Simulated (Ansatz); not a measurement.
CdTe (I-4m2), Ansatz (a quantum-chemistry and plane-wave program) with r2SCAN with spin-orbit coupling, rigid bands: Condition of this run: uniaxial stress along [001] of -3.5 GPa (compression positive) (the target of the relaxation). band gap 0.62 eV, N_c = 5.93e17 cm⁻³ and N_v = 2.80e18 cm⁻³ at 300 K, conductivity masses along y (a = (0.00, 3.11, 3.61) Å; b = (3.11, 0.00, 3.61) Å; c = (3.11, 3.11, 0.00) Å) of 0.0828 mₑ (electrons) and 0.187 mₑ (holes). Take k_BT = 0.02585 eV.

What thermal injection velocity √(2k_BT/πm) limits a ballistic channel along the direction named?

1.87e7 cm/s for electrons and 1.24e7 cm/s for holes, a ratio of √(m_h/m_e) = 1.50, for dilute carriers.

A film of it is 5 nm thick, with its normal along the direction named. Estimate the confinement energies in an infinite well.

ħ²π²/(2m t²) = 0.376 eV·nm²/(m/mₑ × t²) gives 182 meV for electrons and 80.4 meV for holes, so the gap would widen to about 0.88 eV. Finite barriers and nonparabolic bands lower this, and with several valleys or bands the heaviest mass along the normal sets the lowest level, not this average.

What built-in voltage has an abrupt junction with N_A = 1e16 and N_D = 1e17 cm⁻³, all dopants ionised?

V_bi = E_g/e − (k_BT/e) ln(N_c N_v/(N_A N_D)) = 0.62 − 0.02585 × 7.41 = 0.43 V. It follows the computed gap one for one.

Rigid, parabolic bands with the computed gap; masses take one relaxation time for all states. Geometry: cell and atoms relaxed with PBEsol.
